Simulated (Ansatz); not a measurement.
Start from TaN (space group P-6m2, No. 187; a = 2.9362 Å, c = 2.8849 Å).

Computed with r2SCAN (Ansatz, a program for electronic structure; PAW; 500 eV plane waves; no spin-orbit coupling), earlier PAW set.

One change was made to it. Results:

| quantity | base | after |
|---|---|---|
| c/a ratio | 0.983 | 0.989 |
| shortest interatomic distance | 222.6 pm | 215.3 pm |

### Question
Which change produced these results?
A. pressure 4.2 GPa
B. pressure 45 GPa
C. pressure −1 GPa

### Answer
B, pressure 45 GPa. For comparison, the shortest interatomic distance in the other runs: pressure −1 GPa gives 222.8 pm; pressure 4.2 GPa gives 221.8 pm.

The mesh was chosen for an insulator and is coarse for the gapless case. Load acts through the strain it causes; cell and atoms are relaxed under it. Whether these cells are dynamically stable was not tested. No other phases were tried under pressure. The final runs are not spin-polarised. This is not the structure that TaN has at room temperature and ambient pressure.
